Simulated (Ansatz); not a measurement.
An Ansatz (an electronic-structure program) run: ZrB2 with a change (uniaxial strain ε_zz = +2.00 %); PBE, PAW, 420 eV (Ansatz; without spin-orbit coupling).

Input:

Ansatz 0.2 input:
```yaml
crystal:
  lattice:
    - [3.1714303494, 0, 0]
    - [-1.5857151747, 2.7465392489, 0]
    - [0, 0, 3.6126586012]
  atoms:
    - { symbol: Zr, position: [0, 0, 0] }
    - { symbol: B, position: [0.6666666667, 0.3333333333, 0.5] }
    - { symbol: B, position: [0.3333333333, 0.6666666667, 0.5] }
basis: { ecutwfc: 420, ecutrho_ratio: 4, xc_grid: 2, fft_grid_basis: typed }
kpoints: { mp_grid: { grid: [21, 21, 16] } }
hamiltonian:
  xc: pbe
  dispersion: none
  pseudopotentials: { kind: paw }
scf: { occupations: { method: fermi_dirac, width: 0.1 }, convergence: { dr2_threshold: 0.0000000003 } }
relax: { f_tol: 0.005, max_steps: 50 }
output: { forces: true, stress: true }
checkpoint: { write: state.ck, write_every: 1000 }
```

Output:

```
Relaxation: its limit of steps is 50 (relax.max_steps)
WARN ansatz: RAYON_NUM_THREADS=1 ignored (pool sized by the plan → 1); use --threads N
Pseudopotentials: kind: paw
Pseudopotential: Zr, paw, valence charge 12
Pseudopotential: B, paw, valence charge 3
Functional definition: PBE
Crystal: 3 atoms, lattice volume = 31.468 Å³
Basis set: ecut = 420 eV, 577 PW (Γ), exchange–correlation on 48×48×50 points (8 copies of the dense FFT grid, shifted against one another)
Bands: 13, of which v1, the nominal top of the filled ones, is band 9 counted from 1 (8 counted from 0)
Symmetry: 24 space group operations
Space group: P6/mmm (ITA 191), of the structure as read, at distance tolerance 3.2e-5 Å
k-points: 432 of 7056
Initial density: superposition of atomic densities (neutral atoms: chi_scale 0, normalization atom), corrected by the library's trained network
Initial wavefunctions: pseudopotential atomic-orbital guess
Eigensolver: davidson
Functional: x = pbe(κ = 0.804, μ = 0.2195149727645171), c = pbe(β = 0.06672455060314922)
SCF iter   1: F=—  HF=-4498.709463 eV  |F-HF|=—  |Δ(HF+E_count)|=         —  Δρ=1.49e-3  dr2=5.57e-4  ethr=1.77e-3  ⟨swp⟩=4.7  Hψ=27201  notcnv=0
all-band conjugate gradients solve this SCF's bands
preconditioner: auto → none
SCF iter   2: F=—  HF=-4498.709434 eV  |F-HF|=—  |Δ(HF+E_count)|=   2.93e-5  Δρ=8.89e-4  dr2=2.98e-4  ethr=3.09e-6  ⟨swp⟩=2.1  Hψ=12307  notcnv=0
SCF iter   3: F=—  HF=-4498.709424 eV  |F-HF|=—  |Δ(HF+E_count)|=   1.00e-5  Δρ=3.70e-4  dr2=3.81e-5  ethr=1.66e-6  ⟨swp⟩=2.0  Hψ=7846  notcnv=0
SCF iter   4: F=—  HF=-4498.709414 eV  |F-HF|=—  |Δ(HF+E_count)|=   1.02e-5  Δρ=1.17e-4  dr2=2.51e-6  ethr=2.12e-7  ⟨swp⟩=2.9  Hψ=9520  notcnv=0
SCF iter   5: F=—  HF=-4498.709414 eV  |F-HF|=—  |Δ(HF+E_count)|=   3.00e-8  Δρ=7.97e-5  dr2=1.39e-6  ethr=1.40e-8  ⟨swp⟩=2.0  Hψ=9592  notcnv=0
SCF iter   6: F=—  HF=-4498.709413 eV  |F-HF|=—  |Δ(HF+E_count)|=   3.95e-7  Δρ=3.21e-5  dr2=2.19e-7  ethr=7.71e-9  ⟨swp⟩=2.6  Hψ=9352  notcnv=0
SCF iter   7: F=—  HF=-4498.709413 eV  |F-HF|=—  |Δ(HF+E_count)|=   8.01e-8  Δρ=9.48e-6  dr2=1.80e-8  ethr=1.22e-9  ⟨swp⟩=2.3  Hψ=9202  notcnv=0
SCF iter   8: F=—  HF=-4498.709413 eV  |F-HF|=—  |Δ(HF+E_count)|=   7.02e-9  Δρ=1.42e-6  dr2=3.89e-10  ethr=1.00e-10  ⟨swp⟩=2.0  Hψ=9396  notcnv=0
SCF iter   9: F=-4498.709413 eV  HF=-4498.709413 eV  |F-HF|=9.09e-13  |Δ(HF+E_count)|=  1.52e-10  Δρ=1.04e-7  dr2=2.03e-12  ethr=1.67e-12  ⟨swp⟩=4.0  Hψ=18103  notcnv=0
SCF 1 converged in 9 iterations: F = -4498.709413 eV  dr2 = 2.03e-12
relax step   1: F+E_penalty+E_count = -4498.70941320 eV  Δ(F+E_penalty+E_count) = +0.000e0 eV  max|allowed force component| = 1.357e-16 eV/Å  Δτ_max = 0.0000 Å  (9 SCF iters, accepted)
the relaxation is at rest under the 24 symmetry operations that the run kept from its start: a minimum is not shown …
SCF converged after 9 iterations
Free energy (F): -4498.709413 eV
Harris-Foulkes:  -4498.709413 eV  (|F-HF|=9.09e-13)
Internal energy: -4498.700012 eV  (E = F + TS)
E sigma→0 (E₀):  -4498.704713 eV
Entropy (-TS):   -0.009401 eV (-3.134 meV/atom)
Fermi energy:    15.418872 eV
--- Per-component energies (eV) ---
  E_band       = -32.283316
  E_kinetic    = 433.220079
  E_local      = -568.704917  (includes V_loc(G=0)·N_el)
  E_nonlocal   = 100.512660
  E_hartree    = 179.178559
  E_xc         = -228.300361
  E_vxc        = -270.479628  (∫ρ·V_xc dr)
  E_paw        = -3110.802902  (= ΣΔE_a)
  E_vpaw       = -85.188611  (= ΣTr[D̂ρ^β])
  E_aug_tail   = 0.000015  (compensation charges beyond the density's cutoff)
  E_ewald      = -1303.803145
  E_smearing   = -0.009401  (= −TS)
  E_closure    = 0.000000  (closes the sum)
  Σ components = -4498.709413   (vs F -4498.709413, Δ=0.00e0)
  [band-id]    e_kinetic+e_local+e_nonlocal+2·e_hartree+e_vxc+e_vpaw+e_augmentation_tail = -32.283285   (vs E_band -32.283316, Δ=3.13e-5)
--- Forces (eV/Å), atoms counted from 1 ---
  atom   1  Zr    -0.00000000     0.00000000     0.00000000
  atom   2  B      0.00000000    -0.00000000     0.00000000
  atom   3  B     -0.00000000     0.00000000    -0.00000000
  max |Σ_I F_I| component: 3.70e-17 eV/Å
--- Stress (GPa, compression-positive) ---
       -2.230404      -0.000000      -0.000000
       -0.000000      -2.230404      -0.000000
       -0.000000      -0.000000      -8.175230
  P = ⅓ Tr σ = -4.2120 GPa (-42.120 kbar)
  The stress holds the Pulay correction. Without it, at fixed plane waves, as pw.x and ABINIT print it: P = -4.4003 GPa
  The stress includes an estimate of the error left by incomplete SCF convergence (largest component -0.0001 GPa).
--- Band table ---
  band table: none
--- Relaxed structure (1 steps of the walk, 1 accepted, 0 SCFs on fresh bases) ---
  F+E_penalty+E_count = -4498.70941320 eV   max|allowed force component| = 1.357e-16 eV/Å
  atoms:
    - { symbol: Zr, position: [0.0, 0.0, 0.0] }
    - { symbol: B, position: [0.6666666666666666, 0.33333333333333337, 0.5000000000000001] }
    - { symbol: B, position: [0.33333333333333337, 0.6666666666666667, 0.5000000000000001] }
```

Whether these cells are dynamically stable was not tested. The final runs are not spin-polarised. The cell was made from ZrB2 (space group P6/mmm, No. 191) by this change: uniaxial strain ε_zz = +2.00 %.
